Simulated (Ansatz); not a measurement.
SbSI (space group Pnma, No. 62)

```xyz
12
Lattice="8.4596 0.0000 0.0000 0.0000 4.0366 0.0000 0.0000 0.0000 10.1865" Properties=species:S:1:pos:R:3 pbc="T T T"
Sb     3.2137     1.0091     6.3678
Sb     5.2460     3.0274     3.8187
Sb     1.0161     3.0274     1.2746
Sb     7.4435     1.0091     8.9119
S      5.5717     1.0091     5.5447
S      2.8879     3.0274     4.6418
S      7.1177     3.0274     0.4515
S      1.3419     1.0091     9.7350
I      8.3124     1.0091     3.3285
I      0.1472     3.0274     6.8580
I      4.3770     3.0274     8.4217
I      4.0826     1.0091     1.7648
```

Computed with Kohn–Sham DFT with the PBEsol functional, run in Ansatz (a program for electronic structure) with PAW and 420 eV plane waves, no SOC, earlier PAW set. Settings: 3×7×3 k-points, 0.05 eV Fermi–Dirac smearing.

| Item | Result |
|---|---|
| Volume per atom | 28.99 Å³ |
| Density | 5.36 g/cm³ |
| Band gap | 1.55 eV (uncertain: the edges found on the path are not clean extrema) |
| Total energy | -4908.821 eV/atom (σ→0; compares only within this code and set-up) |

Spin-orbit coupling, missing from the scalar runs, can matter with I and Sb. Stability against distortions was not tested. The base started in Pna2_1 and relaxed to Pnma at this level.
